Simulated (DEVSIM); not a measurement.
Device: abrupt In0.53Ga0.47As p-n junction, at 300 K.

Layer 1 from the left is In0.53Ga0.47As, thickness (μm) 43.0, Na (cm⁻³) 9.5e16, τn (s) 1.4e-8, τp (s) 1.4e-8. Layer 2 from the left is In0.53Ga0.47As, thickness (μm) 120, Nd (cm⁻³) 2.3e14, τn (s) 1.4e-8, τp (s) 1.4e-8.

Left contact: ohmic. Right contact: ohmic. Voltage is applied to the left contact. Recombination: SRH at mid-gap. Mobility is constant in doping.

Constants are typed, rounded textbook-type inputs, not results; the design itself was drawn at random and stands for no fabricated device. Values at 300 K.

In0.53Ga0.47As: gap (eV) 0.74, affinity (eV) 4.51, permittivity 13.9, Nc (cm⁻³) 2.1e17, Nv (cm⁻³) 7.7e18, μn (cm²/Vs) 12000, μp (cm²/Vs) 300.

Estimate by hand the built-in potential, the peak field at zero bias, the capacitance at -3 V, and compare with a numerical solution.


- Built-in potential: ni = √(Nc Nv) exp(−Eg/2kT) = 7.74e11 cm⁻³ with Eg = 0.740 eV; Vbi = kT/q ln(Na Nd/ni²) = 0.450 V; numerical 0.450 V.
- Peak field at zero bias: depletion approximation: W = √(2εVbi/(qN)) = 1.74 μm with N = 2.29e14 cm⁻³; field = 2Vbi/W = 5190 V/cm; numerical 15800 V/cm (estimate below by 67 %).
- Capacitance at -3 V: C = √(qεN / 2(Vbi + |V|)) = 2.56 nF/cm²; numerical 2.59 nF/cm² (estimate below by 1.1 %).

DEVSIM, 1D drift-diffusion, Boltzmann statistics, complete ionisation; no tunnelling, impact ionisation, image-force lowering or self-heating.
